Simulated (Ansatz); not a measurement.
Worked example: self-consistent single point of ZrIr2 (Fd-3m, 6 atoms in the cell) in Ansatz (an electronic-structure program).

Method: LDA (PW92), harder PAW files (source: ansatz) made with PBE (plane waves; Ansatz).

```
CELL_PARAMETERS angstrom
      0.00000     3.67300     3.67300
      3.67300     0.00000     3.67300
      3.67300     3.67300     0.00000
ATOMIC_POSITIONS crystal
  Zr 0.00000 0.00000 0.00000
  Zr 0.25000 0.25000 0.25000
  Ir 0.62500 0.62500 0.62500
  Ir 0.12500 0.62500 0.62500
  Ir 0.62500 0.62500 0.12500
  Ir 0.62500 0.12500 0.62500
```

Reference input (self-consistent single point, DFT, LDA (PW92), plane waves, harder PAW files (source: ansatz) made with PBE): basis.ecutwfc = 620 eV; kpoints.mp_grid.grid = 10 10 10; hamiltonian.xc = lda; hamiltonian.pseudopotentials = {kind: paw, source: ansatz}; scf.occupations.method = gaussian; scf.occupations.width = 0.05 eV. This run's input differs from it in these lines:

Ansatz 0.2 input:
```diff
@@ -16,3 +16,3 @@
 kpoints:
-  mp_grid: { grid: [10, 10, 10] }
+  mp_grid: { grid: [8, 8, 8] }
 hamiltonian:
```

Log, with long lists cut:

```
SCF iter   1: F=—  HF=-93174.005125 eV  |F-HF|=—  |Δ(HF+E_count)|=         —  Δρ=1.73e-1  dr2=7.64e1  ethr=3.10e-3  ⟨swp⟩=7.1  Hψ=14987  notcnv=0  defer=11
all-band conjugate gradients solve this SCF's bands
preconditioner: auto → Kerker (q_TF=auto, 2.917 Å⁻¹)
SCF iter   2: F=—  HF=-93167.605179 eV  |F-HF|=—  |Δ(HF+E_count)|=    6.40e0  Δρ=7.76e-2  dr2=1.48e1  ethr=3.10e-3  ⟨swp⟩=3.5  Hψ=5514  notcnv=0  defer=190
   [... lines left out ...]
SCF iter   6: F=—  HF=-93166.124259 eV  |F-HF|=—  |Δ(HF+E_count)|=   4.17e-4  Δρ=6.96e-4  dr2=4.30e-4  ethr=1.45e-6  ⟨swp⟩=2.7  Hψ=4763  notcnv=0  defer=223
SCF iter   7: F=—  HF=-93166.124206 eV  |F-HF|=—  |Δ(HF+E_count)|=   5.33e-5  Δρ=1.50e-4  dr2=2.53e-5  ethr=2.91e-7  ⟨swp⟩=3.0  Hψ=4918  notcnv=0  defer=223
SCF iter   8: F=—  HF=-93166.124587 eV  |F-HF|=—  |Δ(HF+E_count)|=   3.82e-4  Δρ=3.61e-5  dr2=1.27e-6  ethr=1.71e-8  ⟨swp⟩=3.1  Hψ=4684  notcnv=0  defer=223
SCF iter   9: F=-93166.124587 eV  HF=-93166.124587 eV  |F-HF|=4.38e-9  |Δ(HF+E_count)|=   1.27e-7  Δρ=4.43e-6  dr2=1.34e-8  ethr=6.76e-11  ⟨swp⟩=18.3  Hψ=22250  notcnv=0
SCF 1 converged in 9 iterations: F = -93166.124587 eV  dr2 = 1.34e-8
Free energy (F): -93166.124587 eV
Internal energy: -93166.114727 eV  (E = F + TS)
E sigma→0 (E₀):  -93166.119657 eV
Entropy (-TS):   -0.009860 eV (-1.643 meV/atom)
Fermi energy:    23.715734 eV
--- Forces (eV/Å), atoms counted from 1 ---
  atom   1  Zr     0.00000000     0.00000000     0.00000000
   [... zero for the other atoms too ...]
--- Stress (GPa, compression-positive) ---
       -4.649622       0.000000      -0.000000
       -0.000000      -4.649622       0.000000
       -0.000000      -0.000000      -4.649622
  P = ⅓ Tr σ = -4.6496 GPa (-46.496 kbar)
  The stress holds the Pulay correction. Without it, at fixed plane waves, as pw.x and ABINIT print it: P = -4.6727 GPa
```

The run converged in 9 iterations. Against the reference run the free energy goes up by 2.1 meV/atom and the pressure moves little (-4.60 to -4.65 GPa).

The starting cell comes from a database of published, mostly measured structures (it also holds non-ambient and calculated ones), without a prior relaxation at this level. Spin polarisation is off. Ansatz's pressure includes its estimate of the finite-basis (Pulay) stress.

Cost on one core of a shared machine: roughly 40 s.
